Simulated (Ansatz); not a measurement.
Smallest direct gap on the k points sampled of BN (model structure, started from the rocksalt type, Fm-3m, No. 225, 2 atoms in the cell) at several levels of theory

No measured value is used here.

| level (code) | value (eV) |
|---|---|
| LDA (Ansatz) | 5.76 |
| PBEsol (Ansatz) | ___ |
| r²SCAN (Ansatz) | ___ |
| HSE06 (Ansatz) | 7.29 |
| PBE0 (Ansatz) | 8.01 |
| r²SCAN0 (Ansatz) | 8.47 |
| G0W0@PBEsol (Ansatz) | 7.29 |

Problem. What belongs in the gaps?

Solution. 
- PBEsol (Ansatz, a quantum-chemistry and plane-wave program), value (eV): 5.87
- r²SCAN (Ansatz), value (eV): 6.57

At these levels the smallest gap is indirect and lower: LDA 1.42, PBEsol 1.29, r²SCAN 1.40, HSE06 2.25, PBE0 2.99, r²SCAN0 3.08, G0W0@PBEsol 2.15 eV. Computed values are for a static lattice.  Values are at the PBEsol cell. Cutoffs and k meshes differ between the levels. Ansatz's density-functional and Hartree–Fock values are scalar-relativistic unless marked +SOC, with PAW data made under PBE.

A model structure was made by putting elements into a prototype or built by hand; it is no filed structure, need not be a known phase, and can be a saddle point held by its symmetry.
